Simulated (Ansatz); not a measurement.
Results of PBEsol (Ansatz, a program for electronic structure, PAW) for cubic perovskite LaCrO3 (model structure).

Numerical settings: plane-wave cutoff 500 eV, 10×10×6 k mesh (along the axes of the cell as run), Fermi–Dirac smearing 0.05 eV, magnetic order A, spin-polarised with opposed moments, scalar-relativistic PAW data made under PBE.

Cell (relaxed at this level):

```
CrLaO3
1.0
    3.85565     0.00000     0.00000
    0.00000     3.85565     0.00000
    0.00000     0.00000     7.60599
La Cr O
2 2 6
Direct
  0.00000   0.00000   0.00000
  0.00000   0.00000   0.50000
  0.50000   0.50000   0.25000
  0.50000   0.50000   0.75000
  0.50000   0.50000   0.00000
  0.50000   0.50000   0.50000
  0.00000   0.50000   0.25000
  0.00000   0.50000   0.75000
  0.50000   0.00000   0.25000
  0.50000   0.00000   0.75000
```

**Question.** Give the computed band gap.

**Answer.** 
band gap: 0.28 eV (on the SCF k mesh)

Note: the magnetic order was assumed, not searched for or taken from measurement.

Spin–orbit coupling is not included.

A model structure was made by putting elements into a prototype or built by hand; it is no filed structure, need not be a known phase, and can be a saddle point held by its symmetry.
